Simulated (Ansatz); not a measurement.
**Pressure series in In2Ge2O7**

Take In2Ge2O7 (space group C2/m, No. 12; a = 6.654 Å, b = 8.868 Å, c = 4.960 Å, α = γ = 90.00°, β = 102.09°) as the base.

Cell and atoms are relaxed at each pressure.

Method: PBEsol/PAW in Ansatz (a program for electronic structure), scalar-relativistic without spin-orbit coupling.

```json
[
 {"variant": "base", "density": "5.65 g/cm³", "band gap": "1.99 eV", "shortest interatomic distance": "3.280 bohr"},
 {"variant": "pressure −2 GPa", "density": "5.57 g/cm³", "band gap": "1.87 eV", "shortest interatomic distance": "3.286 bohr"},
 {"variant": "pressure 0.7 GPa", "density": "5.68 g/cm³", "band gap": "2.04 eV", "shortest interatomic distance": "3.277 bohr"},
 {"variant": "pressure 1.5 GPa", "density": "5.71 g/cm³", "band gap": "2.08 eV", "shortest interatomic distance": "3.275 bohr"},
 {"variant": "pressure 3 GPa", "density": "5.77 g/cm³", "band gap": "2.16 eV", "shortest interatomic distance": "3.271 bohr"},
 {"variant": "pressure 5 GPa", "density": "5.85 g/cm³", "band gap": "2.26 eV", "shortest interatomic distance": "3.266 bohr"},
 {"variant": "pressure 7.5 GPa", "density": "5.95 g/cm³", "band gap": "2.35 eV", "shortest interatomic distance": "3.260 bohr"},
 {"variant": "pressure 10 GPa", "density": "6.06 g/cm³", "band gap": "2.41 eV", "shortest interatomic distance": "3.256 bohr"}
]
```

Load acts through the strain it causes; cell and atoms are relaxed under it. Stability against distortions was not tested. Competing high-pressure phases were not computed.
